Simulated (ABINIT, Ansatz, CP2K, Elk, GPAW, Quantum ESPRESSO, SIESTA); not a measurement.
One structure in several programs: GaN (F-43m, 2 atoms in the cell)

Self-consistent single point.

```
CELL_PARAMETERS angstrom
      0.00000     2.26000     2.26000
      2.26000     0.00000     2.26000
      2.26000     2.26000     0.00000
ATOMIC_POSITIONS crystal
  Ga 0.00000 0.00000 0.00000
  N  0.25000 0.25000 0.25000
```

All programs got the same cell, k-point mesh and kind of occupations (in Ansatz's words: kpoints.mp_grid.grid = 13 13 13; scf.occupations.method = fermi_dirac; scf.occupations.width = 0.01 eV); potentials, basis and cutoffs are each program's usual ones.

| code | model | pressure (GPa) | gap on the mesh (eV) | k-points | cutoff |
|---|---|---|---|---|---|
| GPAW | PBE, GPAW PAW datasets PBE (gpaw-data 1.0.1) | – | 1.781 | 84 | 950 eV |
| SIESTA | GGA PBE, numerical atomic orbitals DZP, PseudoDojo PBE standard norm-conserving potentials (rewritten from UPF to PSML) | 5.80 | 1.753 | 1099 | grid 350 Ry |
| Ansatz | PBE, default PAW files | 2.88 | 1.662 | 84 | default |
| Elk | PBE, all-electron FP-LAPW, Elk's shipped species files, APW+lo basis with extra local orbitals | – | 1.653 | 140 | rgkmax 8 |
| Quantum ESPRESSO | PBE, PseudoDojo standard norm-conserving (PBE) pseudopotentials | 3.56 | 1.702 | 84 | 85 Ry |
| CP2K | PBE, GPW, DZVP-MOLOPT-SR-GTH basis, GTH-PBE potentials (GTH_POTENTIALS) | 5.70 | 1.654 | 1099 | grid 600 Ry |
| ABINIT | PBE, PAW (JTH v2.0 PBE PAW) | 3.84 | 1.657 | 84 | 707 eV |

A dash marks a value that a program does not give, or that is left out as unsure.

Gaps are read on the mesh.

The spread over the programs that give each value: pressure within 2.92 GPa; gap on the mesh within 0.128 eV.

The starting cell has typed, rounded lattice constants, without a prior relaxation at this level. On Ansatz's run: In the base run, with a pressure of about 3 GPa the cell is away from its equilibrium volume at this level.

Question: Why do the programs differ, and what cannot be compared?

Answer: Differences of this kind can come from the potentials, where these differ, and from what each basis and cutoff leave unconverged. The valence holds different numbers of electrons (GPAW 8, SIESTA 18, Ansatz (a quantum-chemistry and plane-wave program) 18, Quantum ESPRESSO 18, CP2K 18, ABINIT 18). The zero of total energies and Fermi levels follows the potentials and each program's conventions, so they are not compared here. SIESTA and CP2K use small atom-centred bases, whose incompleteness enters pressures, forces and empty levels differently from a plane-wave cutoff. Elk treats all electrons, but the usual bases taken here (sphere radii, linearisation, local orbitals, empty states) were not tested for convergence, so the values are no reference for the others. Ansatz's pressure is given at a fixed set of plane waves, as the other plane-wave codes print theirs; with its correction for the finite basis it is 3.39 GPa (the shift of 0.51 GPa shows how far the cutoff is from converged). The pressure of GPAW is left out: its cutoff lies under the one at which its stress was checked. The programs reduce the same mesh by symmetry to different extents, which changes the work and not the result. In the pressure, SIESTA (by 2.24) and CP2K (by 2.14) lie more than 1 GPa from the median of the plane-wave programs.

Left out of this page: FLEUR (with a known weakness of the program).

Keys are those of Ansatz 0.2.
